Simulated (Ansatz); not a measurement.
The reference is Sn in the diamond structure (space group Fd-3m, No. 227; relaxed with 0.1 eV smearing).

```
CELL_PARAMETERS angstrom
      0.00000     3.32808     3.32808
      3.32808     0.00000     3.32808
      3.32808     3.32808     0.00000
ATOMIC_POSITIONS crystal
  Sn 0.00000 0.00000 0.00000
  Sn 0.25000 0.25000 0.25000
```

Cartesian axes are those of the cell as printed.

The values are results of PBE/PAW in Ansatz (a quantum-chemistry and plane-wave program), spin-orbit coupling left out, not measurements.

One thing is altered: the cell is scaled by 0.9750 in all directions, atoms relaxed at fixed cell.

Q: Predict the stress tensor and what it implies for the stiffness.

A: Stress of the strained cell less that of the base (GPa, compression positive):
```
    3.3     0.0     0.0
    0.0     3.3     0.0
    0.0     0.0     3.3
```

Then B = −ΔP/(ΔV/V₀) with ΔV/V₀ = -0.0731 gives secant stiffness values (nonlinear terms included at this strain): B ≈ 45 GPa.

As a check, the harmonic strain energy −½ V₀ Δσ:ε is 28 meV/atom; the computed energy rise is 25 meV/atom.

Stability against distortions was not tested.
